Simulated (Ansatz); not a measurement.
Band structure of RbMgF₃ (Pm-3m, 5 atoms in the cell).

```xyz
5
Lattice="4.1214 0.0000 0.0000 0.0000 4.1214 0.0000 0.0000 0.0000 4.1214" Properties=species:S:1:pos:R:3 pbc="T T T"
Rb     0.0000     0.0000     0.0000
Mg     2.0607     2.0607     2.0607
F      0.0000     2.0607     2.0607
F      2.0607     0.0000     2.0607
F      2.0607     2.0607     0.0000
```

Method of the run: PBEsol, PAW files made with PBE (plane waves; Ansatz, an electronic-structure program).

Settings: basis.ecutwfc = 30.9 Ry; kpoints.mp_grid.grid = 8 8 8; hamiltonian.xc = pbesol; hamiltonian.pseudopotentials = {kind: paw} (an earlier, softer set of the program's PAW files); scf.occupations.method = fixed; kpoints.band_path.npoints = 8.

The starting cell comes from a database of computed structures (which also holds hypothetical and non-ambient phases and stackings), without a prior relaxation at this level. Its lattice was rescaled by a random factor within 2.5 % of one.

### Question
Predict the gap along the standard path and the places of the band edges.

### Answer
The gap along the path is 6.80 eV, from R to Γ; the smallest direct gap on it is 6.98 eV.

Levels in eV from the top of the valence band on the path, bands 17 to 24:
```tsv
point	17	18	19	20	21	22	23	24
Γ	-0.55	-0.19	-0.19	-0.19	6.80	9.60	9.60	12.18
X	-0.64	-0.64	-0.49	-0.49	9.68	9.88	10.71	12.62
M	-0.93	-0.56	-0.56	-0.02	10.15	11.34	12.36	12.36
R	-1.02	0.00	0.00	0.00	9.81	9.81	9.81	13.62
```

Keys are those of Ansatz 0.2.
